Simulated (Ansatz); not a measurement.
Seebeck coefficient (μV/K, mean over directions) of n-type BeS (F-43m) against carrier density, r2SCAN with spin-orbit coupling, rigid bands run with Ansatz (a quantum-chemistry and plane-wave program). Computed gap 3.56 eV; densities at which minority carriers matter at this gap, or further valleys turn the trend, are left out. Conductivity mass 0.37 mₑ (harmonic mean over directions), N_c = 2.0e19 cm⁻³ at 300 K.

```json
[
 {"electron density": "1e16 cm⁻³", "300 K": "-867", "500 K": "___"},
 {"electron density": "1e17 cm⁻³", "300 K": "___", "500 K": "-736"},
 {"electron density": "1e18 cm⁻³", "300 K": "-471", "500 K": "-537"},
 {"electron density": "3e18 cm⁻³", "300 K": "___", "500 K": "-443"},
 {"electron density": "1e19 cm⁻³", "300 K": "-276", "500 K": "-341"},
 {"electron density": "3e19 cm⁻³", "300 K": "-189", "500 K": "-250"},
 {"electron density": "1e20 cm⁻³", "300 K": "-107", "500 K": "-158"},
 {"electron density": "3e20 cm⁻³", "300 K": "-56", "500 K": "-90"},
 {"electron density": "1e21 cm⁻³", "300 K": "-27", "500 K": "-44"}
]
```

Problem. What belongs in the gaps?

Solution. 
- 1e16 cm⁻³, 500 K: -934
- 1e17 cm⁻³, 300 K: -669
- 3e18 cm⁻³, 300 K: -377

Rigid bands with a gap fixed in temperature, one relaxation time for all states, no polarons or phonon drag, and whether or not such doping can be reached.
